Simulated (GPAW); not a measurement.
Input and output of a self-consistent single point for ZrZn (Pm-3m, 2 atoms in the cell) (GPAW).

Level of theory: PBEsol, GPAW PAW datasets PBEsol (made by gpaw-setup) (plane waves; GPAW).

The change in words: lattice scaled by 0.98. Reference geometry:
```
CELL_PARAMETERS angstrom
      3.26049     0.00000     0.00000
      0.00000     3.26049     0.00000
      0.00000     0.00000     3.26049
ATOMIC_POSITIONS crystal
  Zr 0.50000 0.50000 0.50000
  Zn 0.00000 0.00000 0.00000
```

Reference input (self-consistent single point, DFT PBEsol, plane waves, GPAW PAW datasets PBEsol (made by gpaw-setup)): mode = pw; ecut = 850 eV; xc = PBEsol; kpts = 7 7 7; mesh shift (steps) = 0 0 0; occupations.name = fermi-dirac; occupations.width = 0.1 eV; nbands = -8; convergence.forces = 0.001 eV/Å; symmetry.symmorphic = false; symmetry.tolerance = 0.0005; maxiter = 150. This run's input differs from it in these lines:

```diff
@@ -5,5 +5,5 @@
 atoms = Atoms(['Zr', 'Zn'],
-              cell=[[3.260490, 0.000000, 0.000000],
-                    [0.000000, 3.260490, 0.000000],
-                    [0.000000, 0.000000, 3.260490]],
+              cell=[[3.195280, 0.000000, 0.000000],
+                    [0.000000, 3.195280, 0.000000],
+                    [0.000000, 0.000000, 3.195280]],
               scaled_positions=[[0.500000, 0.500000, 0.500000],
```

The program printed (abridged):

```
     iter     time        total  log10-change:
                         energy   eigst   dens  force
iter:   1 --:--:--   -10.494142
iter:   2 --:--:--   -10.481869   -0.59  -1.47
iter:   3 --:--:--   -10.174058   -1.24  -1.48
iter:   4 --:--:--   -10.363560   -1.04  -1.63
iter:   5 --:--:--   -10.381985   -1.91  -1.90
iter:   6 --:--:--   -10.180844   -2.03  -1.91
iter:   7 --:--:--   -10.225872   -1.23  -2.09
iter:   8 --:--:--   -10.125295   -2.14  -2.10
iter:   9 --:--:--   -10.123201   -2.90  -2.82
iter:  10 --:--:--   -10.122754c  -3.82  -2.81
iter:  11 --:--:--   -10.123455c  -4.23  -2.94
iter:  12 --:--:--   -10.124239c  -4.45  -2.92
iter:  13 --:--:--   -10.122673c  -3.87  -3.12
iter:  14 --:--:--   -10.122609c  -4.92  -3.75
iter:  15 --:--:--   -10.122694c  -4.96  -3.95
iter:  16 --:--:--   -10.122568c  -5.38  -3.60
iter:  17 --:--:--   -10.122544c  -5.94  -3.94
iter:  18 --:--:--   -10.122512c  -5.81  -4.15c
iter:  19 --:--:--   -10.122480c  -5.78  -4.42c
iter:  20 --:--:--   -10.122479c  -7.06  -4.65c
iter:  21 --:--:--   -10.122478c  -7.74c -4.80c
iter:  22 --:--:--   -10.122476c  -7.74c -4.89c -26.46c
Converged after 22 iterations.

Dipole moment: (0.000000, 0.000000, 0.000000) |e|*Ang

Energy contributions relative to reference atoms: (reference = -146660.596491)

Kinetic:         +6.044904
Potential:       -3.165284
External:        +0.000000
XC:             -13.318490
Entropy (-ST):   -0.025469
Local:           +0.329127
SIC:             +0.000000
--------------------------
Free energy:    -10.135211
Extrapolated:   -10.122476

Showing only first 2 kpts
 Kpt  Band  Eigenvalues  Occupancy
  0    10      8.83068    1.99995
  0    11      8.83068    1.99995
  0    12     13.88877    0.00000
  0    13     13.88877    0.00000

  1    10      8.87006    1.99993
  1    11      8.87721    1.99993
  1    12     12.73811    0.00000
  1    13     12.73811    0.00000

Fermi level: 9.89816

Gap: 0.173 eV
Transition (v -> c):
   [... lines left out ...]
Direct/indirect transitions are different
Direct gap: 0.462 eV
Transition at: (s=0, k=12, n=11, [0.43, 0.14, 0.14])
Energy (eV): -10.122476

Forces in eV/Ang:
  0 Zr    0.00000    0.00000    0.00000
  1 Zn    0.00000    0.00000    0.00000

Stress tensor:
    -0.076869     0.000000     0.000000
     0.000000    -0.076869     0.000000
     0.000000     0.000000    -0.076869
Stress (GPa, Voigt): [-12.3158 -12.3158 -12.3158   0.       0.       0.    ]
```

The run converged in 22 iterations. GPAW prints stress with tension positive. Against the reference run the free energy goes up by 48.4 meV/atom and the pressure goes from 3.38 to 12.32 GPa.

The starting cell comes from a database of computed structures (which also holds hypothetical and non-ambient phases and stackings), without a prior relaxation at this level. Its lattice was rescaled by a random factor within 2.5 % of one. For this run, on top of that: lattice scaled by 0.98. With a pressure of about 12 GPa the cell is away from its equilibrium volume at this level. The log's line on a gap gives a spacing of levels on this mesh, which the program prints for metals too.
